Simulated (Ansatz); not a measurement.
Base system: MoP in the CsCl type structure (space group Pm-3m, No. 221; a = 2.9751 Å; a hypothetical phase, not in the database extracts checked; relaxed with 0.1 eV smearing). Axes: x, y, z lie along the cube axes.

Computed with Ansatz (a first-principles code) PBEsol, spin-orbit coupling left out.

A first run, uniaxial strain ε_yy = −1.16 %, gives secant values C11 ≈ 500 GPa and C12 ≈ 150 GPa from its stress. A second run applies biaxial strain −2.17 %, plane normal [001], relaxed out of plane.

Problem. What does linear elasticity predict for −ε⊥/ε∥ in the second run, and what does the run give?

Solution. Linear elasticity: 2 C12/C11 = 0.60. The run gives 0.61; any difference comes from nonlinear terms at these strains and numerical noise.

No phonon test of stability was made. The final runs are not spin-polarised.
